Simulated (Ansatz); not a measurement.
Input and output of a self-consistent single point for CaGe2Au2 (I4mm, 5 atoms in the cell) (Ansatz, a first-principles code).

Level of theory: LDA (PW92), default PAW files made with PBE (plane waves; Ansatz).

```
Ca(GeAu)2
1.0
   -2.21848     2.21848     5.12244
    2.21848    -2.21848     5.12244
    2.21848     2.21848    -5.12244
Ca Ge Au
1 2 2
Direct
  0.00488   0.00488   0.00000
  0.38161   0.38161   0.00000
  0.61839   0.61839   0.00000
  0.75000   0.25000   0.50000
  0.25000   0.75000   0.50000
```

Reference input (self-consistent single point, DFT, LDA (PW92), plane waves, default PAW files made with PBE): basis.ecutwfc = 420 eV; kpoints.mp_grid.grid = 8 8 8; hamiltonian.xc = lda; hamiltonian.pseudopotentials = {kind: paw} (the program's default PAW files); scf.occupations.method = gaussian; scf.occupations.width = 0.1 eV. This run's input differs from it in these lines:

Ansatz 0.2 input:
```diff
@@ -14,3 +14,3 @@
 kpoints:
-  mp_grid: { grid: [8, 8, 8] }
+  mp_grid: { grid: [7, 7, 7] }
 hamiltonian:
@@ -19,3 +19,3 @@
 scf:
-  occupations: { method: gaussian, width: 0.1 eV }
+  occupations: { method: gaussian, width: 0.3 eV }
 output:
```

Output, abridged:

```
SCF iter   1: F=—  HF=-35936.435510 eV  |F-HF|=—  |Δ(HF+E_count)|=         —  Δρ=5.68e-3  dr2=1.49e-2  ethr=1.77e-3  ⟨swp⟩=6.8  Hψ=7044  notcnv=0
all-band conjugate gradients solve this SCF's bands
preconditioner: auto → Kerker (q_TF=auto, 2.603 Å⁻¹)
SCF iter   2: F=—  HF=-35936.433135 eV  |F-HF|=—  |Δ(HF+E_count)|=   2.37e-3  Δρ=2.89e-3  dr2=4.00e-3  ethr=1.96e-5  ⟨swp⟩=2.0  Hψ=2924  notcnv=0
   [... lines left out ...]
SCF iter   5: F=—  HF=-35936.432539 eV  |F-HF|=—  |Δ(HF+E_count)|=   1.44e-4  Δρ=8.26e-5  dr2=1.10e-5  ethr=1.27e-7  ⟨swp⟩=2.0  Hψ=2928  notcnv=0
SCF iter   6: F=—  HF=-35936.432537 eV  |F-HF|=—  |Δ(HF+E_count)|=   2.19e-6  Δρ=2.61e-5  dr2=1.19e-6  ethr=1.45e-8  ⟨swp⟩=2.0  Hψ=2933  notcnv=0
SCF iter   7: F=—  HF=-35936.432536 eV  |F-HF|=—  |Δ(HF+E_count)|=   4.19e-7  Δρ=1.05e-5  dr2=2.12e-7  ethr=1.56e-9  ⟨swp⟩=2.0  Hψ=2926  notcnv=0
SCF iter   8: F=-35936.432536 eV  HF=-35936.432536 eV  |F-HF|=5.38e-9  |Δ(HF+E_count)|=   5.81e-8  Δρ=3.06e-6  dr2=1.24e-8  ethr=1.32e-10  ⟨swp⟩=8.5  Hψ=7374  notcnv=0
SCF 1 converged in 8 iterations: F = -35936.432536 eV  dr2 = 1.24e-8
Free energy (F): -35936.432536 eV
Internal energy: -35936.365064 eV  (E = F + TS)
E sigma→0 (E₀):  -35936.398800 eV
Entropy (-TS):   -0.067472 eV (-13.494 meV/atom)
Fermi energy:    13.128743 eV
--- Forces (eV/Å), atoms counted from 1 ---
  atom   1  Ca    -0.00000000     0.00000000    -0.10188459
  atom   2  Ge    -0.00000000     0.00000000    -0.16545971
  atom   3  Ge     0.00000000    -0.00000000     0.20277361
  atom   4  Au     0.00000000    -0.00000000     0.03229533
  atom   5  Au    -0.00000000    -0.00000000     0.03229533
--- Stress (GPa, compression-positive) ---
       -3.170929       0.000000      -0.000000
        0.000000      -3.170929       0.000000
       -0.000000       0.000000      -2.978391
  P = ⅓ Tr σ = -3.1067 GPa (-31.067 kbar)
  The stress holds the Pulay correction. Without it, at fixed plane waves, as pw.x and ABINIT print it: P = -3.1363 GPa
```

The run converged in 8 iterations. Against the reference run the free energy drops by 5.8 meV/atom, the pressure goes from -3.22 to -3.11 GPa and the largest force goes from 0.192 to 0.203 eV/Å.

The starting cell comes from a database of computed structures (which also holds hypothetical and non-ambient phases and stackings), without a prior relaxation at this level. Its lattice was rescaled by up to half a per cent. One atom was moved a little off its site on purpose. With a pressure of about -3 GPa the cell is away from its equilibrium volume at this level. Ansatz's pressure includes its estimate of the finite-basis (Pulay) stress.
